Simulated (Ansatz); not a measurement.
The starting structures come from a database of crystals and need not be the phases stable at ambient conditions.

Data:

```
BaTiO3
1.0
    4.03381     0.00000     0.00000
    0.02304     5.71276     0.00000
    0.01152     2.85638     2.84826
Ba Ti O
1 1 3
Direct
  0.99986   0.99986   0.00000
  0.48667   0.48667   0.00000
  0.02028   0.51105   0.00000
  0.51105   0.51105   0.50923
  0.51105   0.02028   0.49077
```

The cell is taken as given; by r2SCAN it stands under a pressure of -1.8 GPa.

Transport runs along the normal of the first two printed cell vectors, the (110) plane of the conventional cell.

No gap correction and no spin-orbit coupling; mid-gap is the computed energy nearest the middle.

Compute, with r2SCAN run with Ansatz (an electronic-structure program), the band gap and the smallest decay constant κ at mid-gap.

Gap 2.75 eV on a 10×10×10 mesh; κ = 0.362 1/Å, at (0.000, 0.333) of the in-plane reciprocal vectors. At the zone centre the slowest state has κ = 0.38 1/Å.
